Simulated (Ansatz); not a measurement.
Start from TiSi2 (space group Fddd, No. 70; a = 4.7602 Å, b = 8.1802 Å, c = 8.4999 Å).

Levels (all Ansatz, a program for electronic structure, PAW): PBEsol (420 eV, no spin-orbit coupling); r2SCAN (500 eV, no spin-orbit coupling).

The geometry is relaxed with PBEsol.

PBEsol pressure: 0.0 GPa

Question: How does going to r2SCAN change the pressure?

Answer: The pressure goes from zero to 1.8 GPa.

Single points use the geometry relaxed with PBEsol. Their cutoffs differ, which shifts pressures a little. Stability against distortions was not tested. All final runs are without spin polarisation.
